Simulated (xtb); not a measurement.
xtb 6.7.1, GFN2-xTB: 1,1,1,3,3-pentafluoropropane triplet (FC(F)CC(F)(F)F), charge 0, multiplicity 3, 11 atoms. The geometry is a generated start, not checked to be a minimum at this level.

```
Quantity                                                                                                       Result
------------------------  -------------------------------------------------------------------------------------------
method                                                                                                       GFN2-xTB
--acc                                                                                                     1 (default)
--etemp (K)                                                                                             300 (default)
detailed input (--input)  none: ANC optimiser, Lindh (1995) Hessian, microcycle=20, maxdispl=1.0, hlow=0.01 (default)
basis functions                                                                                                    35
valence electrons                                                                                                  50
```

```xyz
11

F      2.3401    -0.6032    -0.0231
C      1.2543     0.1607     0.2265
F      1.4887     1.3604    -0.3428
C      0.0189    -0.5041    -0.3837
C     -1.2669     0.1654     0.0700
F     -1.3675     1.4340    -0.3264
F     -2.3395    -0.4792    -0.4060
F     -1.3796     0.1649     1.4077
H      1.1798     0.3038     1.3176
H      0.0797    -0.4538    -1.4729
H     -0.0080    -1.5490    -0.0669
```

Charge 0 and multiplicity 3 are set for this test and not shown to be the ground state. GFN-xTB has no spin term: --uhf 2 sets the occupations alone.

The structure is relaxed from this start with --opt LEVEL for the levels crude, sloppy, loose, lax, normal, tight, vtight, extreme, once each. Up to the end of the extreme run atoms move by at most 1.6 Å along an axis.

What is the loosest level that ends within 20 meV of the extreme run, and how many cycles does it take?

loose: 28 cycles against 55, ending 14 meV above.

```
level    cycles  energy above the extreme run (meV)  gradient norm (eV/Å)
-------  ------  ----------------------------------  --------------------
crude        12                                 230                  0.32
sloppy       15                                 230                  0.26
loose        28                                  14                  0.11
lax          29                                  14                  0.10
normal       42                                0.18                 0.041
tight        44                                0.12                0.0084
vtight       54                          under 0.01                0.0013
extreme      55                                   —                0.0019
```
